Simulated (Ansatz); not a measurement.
Coverage and cell size: C on the 1x1 (0001) surface of hcp Ru, one adsorbate a cell, in each cell the lowest of the starts that converged. Energies against an atom of graphite, without dispersion, zero-point or thermal terms; small cells hold the layer to their symmetry. A negative adsorption energy means that the adsorbate is more stable on the surface than in its reference.

Computed with PBE (plane waves to 420 eV, PAW; Ansatz, a first-principles code).

```
area an adsorbate, end state  atoms  E_ads (eV)  height (Å)  Δ work function (eV)                             rough cost
----------------------------  -----  ----------  ----------  --------------------  -------------------------------------
6 Å², bonded to 3 Ru              5        1.66        1.13                  0.62               roughly 2.9 core-minutes
13 Å², bonded to 3 Ru             9        0.77        1.08                  0.81  about 4 core-minutes (a rough figure)
26 Å², bonded to 3 Ru            17        0.27        1.04                     ?                roughly 15 core-minutes
```

**Question.** Some entries are withheld; supply them.

**Answer.** 
- 26 Å², bonded to 3 Ru, Δ work function (eV): 0.43
